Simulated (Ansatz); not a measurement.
**Ge (Ia-3, No. 206, 8 atoms in the cell; start mp-1080106; another form than the element's usual one): properties by level of theory**

```json
[
 {"level (code)": "LDA (Ansatz)", "lattice parameter a (Å)": "6.875", "cohesive energy (eV/atom)": "4.47"},
 {"level (code)": "PBEsol (Ansatz)", "lattice parameter a (Å)": "6.939", "cohesive energy (eV/atom)": "(withheld)"},
 {"level (code)": "r²SCAN (Ansatz)", "lattice parameter a (Å)": "6.967", "cohesive energy (eV/atom)": "(withheld)"},
 {"level (code)": "r²SCAN+rVV10 (Ansatz)", "lattice parameter a (Å)": "6.938", "cohesive energy (eV/atom)": "(withheld)"}
]
```

Question: Complete the blanks.

Answer: 
- PBEsol (Ansatz, an electronic-structure program), cohesive energy (eV/atom): 4.04
- r²SCAN (Ansatz), cohesive energy (eV/atom): 3.71
- r²SCAN+rVV10 (Ansatz), cohesive energy (eV/atom): 3.91

Caveats: the relaxation could not lower the start's symmetry, so the cell can be a saddle point above a distorted one (LDA, PBEsol, r²SCAN, r²SCAN+rVV10). Ansatz's density-functional and Hartree–Fock values are scalar-relativistic unless marked +SOC, with PAW data made under PBE.

Free atoms are spin-polarised, in the lowest state found; at levels without +SOC their spin–orbit coupling is left out.

Static lattice: no zero-point or thermal effects.

A start named mp-… is a Materials Project structure, which need not be a measured phase.
